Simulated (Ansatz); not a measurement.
The reference is CsPbBr$_{3}$ in the cubic perovskite structure (space group Pm-3m, No. 221; a = 5.770 Å). Axes: x, y, z lie along the cube axes.

Method: Ansatz (a quantum-chemistry and plane-wave program) LDA, spin-orbit coupling left out.

Before the change:

| Item | Value |
|---|---|
| Shortest interatomic distance | 2.885 Å |
| Band gap | 1.17 eV |

The change: tensile biaxial strain of 2.40 % in the plane normal to [001], as in epitaxy on a mismatched substrate; the out-of-plane cell vector and the atoms relax.

Question: What happens to the shortest interatomic distance, in-plane stress and band gap?

Answer: The shortest interatomic distance falls by 0.015 Å, from 2.885 Å to 2.870 Å; the mean in-plane stress (compression positive) is -1.4 GPa; the band gap increases by 0.10 eV to 1.27 eV.

With Pb present, leaving out spin-orbit coupling can change the band edges. Stability against distortions was not tested. Many cubic perovskites are stable only at high temperature; tilts and polar distortions were not tested. This is not the structure that CsPbBr3 has at room temperature and ambient pressure.
